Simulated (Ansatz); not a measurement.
ZnO: pressure series

The reference is ZnO in the wurtzite structure (space group P6_3mc, No. 186).

```xyz
4
Lattice="3.2352 0.0000 0.0000 -1.6176 2.8018 0.0000 0.0000 0.0000 5.2114" Properties=species:S:1:pos:R:3 pbc="T T T"
Zn     1.6176     0.9339     0.0126
Zn     0.0000     1.8678     2.6183
O      1.6176     0.9339     3.2456
O      0.0000     1.8678     0.6399
```

Cell and atoms are relaxed at each pressure.

Levels (all Ansatz, a quantum-chemistry and plane-wave program, PAW): r2SCAN (500 eV, no spin-orbit coupling); HSE06 (420 eV, no spin-orbit coupling).

Band gaps by level, all at the geometries relaxed with r2SCAN:

```
case                r2SCAN    HSE06
-----------------  -------  -------
base               1.24 eV  2.53 eV
pressure −2 GPa    1.22 eV  2.50 eV
pressure −1 GPa    1.23 eV  2.52 eV
pressure 0.9 GPa   1.25 eV  2.54 eV
pressure 4.5 GPa   1.28 eV  2.59 eV
pressure 9 GPa     1.32 eV  2.65 eV
pressure 15 GPa    1.36 eV  2.71 eV
pressure 22.5 GPa  1.41 eV  2.78 eV
```

Single points use the geometry relaxed with r2SCAN. Load acts through the strain it causes; cell and atoms are relaxed under it. Stability against distortions was not tested. Measured, ZnO leaves this structure (for rock salt) near 9.1 GPa (temperature not stated; as listed in Datta, Sujoy, Jana, Debnarayan, arXiv (2020)), on rising pressure, with hysteresis.
